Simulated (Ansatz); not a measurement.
# A computed series for hypothetical P4_2/mnm BAs: response to strain

The parent structure is BAs (space group P4_2/mnm, No. 136; a = 5.889 Å, c = 3.389 Å; a hypothetical phase, not in the database extracts checked). Axes: x, y, z lie along a, b, c of the conventional cell.

Strains are applied to the cell and any free atomic positions relax; under biaxial strain the out-of-plane vector relaxes too; under stress the whole cell relaxes.

All numbers come from PBE, PAW, 420 eV (Ansatz, a first-principles code; scalar-relativistic without spin-orbit coupling).

| variant | band gap | smallest direct gap | shortest interatomic distance |
|---|---|---|---|
| base | 0.80 eV | 1.18 eV | 3.899 bohr |
| biaxial strain −2.39 %, plane normal [001], relaxed out of plane | 0.55 eV | – | 3.866 bohr |
| uniaxial stress, 3 GPa compression along z | (withheld) | (withheld) | (withheld) |
| tensor shear ε_xz = +0.15 % | 0.80 eV | 1.18 eV | 3.897 bohr |
| tensor shear ε_xz = +3.57 % | 0.57 eV | 0.98 eV | 3.851 bohr |

Task: What belongs in the blanks?

Result: 
- uniaxial stress, 3 GPa compression along z, band gap: 0.79 eV
- uniaxial stress, 3 GPa compression along z, smallest direct gap: 1.39 eV
- uniaxial stress, 3 GPa compression along z, shortest interatomic distance: 3.881 bohr

Beyond what the load breaks, stability against distortions was not tested.
